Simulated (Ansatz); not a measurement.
**What Au → C does to Au**

Start from Au in the fcc (Cu type) structure (space group Fm-3m, No. 225; a = 4.124 Å).

The change: C takes the place of Au on all its sites, then cell and atoms are relaxed.

Level of theory: r2SCAN (Ansatz, an electronic-structure program), without spin-orbit coupling, earlier PAW set. k-mesh 26×26×26 (Γ-centred); smearing 0.05 eV (Fermi–Dirac), for the changed cell.

The volume per atom shrinks by 10.115 Å³ (17.53 Å³ → 7.42 Å³) and the density falls by 15.96 g/cm³ to 2.69 g/cm³. The lattice parameter a shrinks by 1.028 Å, from 4.124 Å to 3.096 Å and the space group stays Fm-3m (No. 225). The shortest interatomic distance decreases by 0.727 Å, from 2.916 Å to 2.189 Å and the band gap is still zero.

Final structure:

```
CELL_PARAMETERS angstrom
      0.00000     1.54805     1.54805
      1.54805     0.00000     1.54805
      1.54805     1.54805     0.00000
ATOMIC_POSITIONS crystal
  C  0.00000 0.00000 0.00000
```

Stability against distortions was not tested. As relaxed here, C is a hypothetical phase, not in the database extracts checked.
